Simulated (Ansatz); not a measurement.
# Effect of isotropic strain +1.24 % on Sn

Consider Sn (space group I4_1/amd, No. 141; a = 5.887 Å, c = 3.186 Å; relaxed with 0.1 eV smearing).

It is then changed as follows: the cell is scaled by 1.0124 in all directions; the atoms relax in the strained cell.

All numbers come from DFT with r2SCAN, PAW potentials and a 500 eV plane-wave cutoff in Ansatz (a quantum-chemistry and plane-wave program), without spin-orbit coupling. Γ-centred 21×21×21 mesh, Fermi–Dirac width 0.1 eV.

The volume per atom goes up by 1.04 Å³ to 28.64 Å³ and the space group stays I4_1/amd (No. 141). The shortest interatomic distance increases by 0.0714 bohr to 5.834 bohr and the energy rises by 6.1 meV/atom. The band gap stays zero.

No phonon test of stability was made.
